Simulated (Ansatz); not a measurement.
The cell is built on a prototype and need not be the phase stable at ambient conditions.

By PBEsol, the system below comes out a metal.

The ballistic (Sharvin) conductance counts the channels at the Fermi level: G/A = (e²/h) × channels of both spins per area.

Input:

```xyz
3
Lattice="3.9585 0.0000 0.0000 -1.9792 3.4281 0.0000 1.9792 1.1427 5.7251" Properties=species:S:1:pos:R:3 pbc="T T T"
Pt     0.0000     0.0000     0.0000
Te     1.9792     3.4281     4.3018
Te     1.9792     1.1427     1.4233
```

Space group of this cell: R-3m. The cell was relaxed by PBE-D3(BJ); by PBEsol its mean pressure is -0.9 GPa.

The current flows along the normal of the first two printed cell vectors. No spin-orbit coupling; the value is a mean over 0.1 eV about the Fermi level.

Compute, with PBEsol in Ansatz (a quantum-chemistry and plane-wave program), the ballistic conductance per area.

0.33 × 10¹⁵ S/m² for both spins.
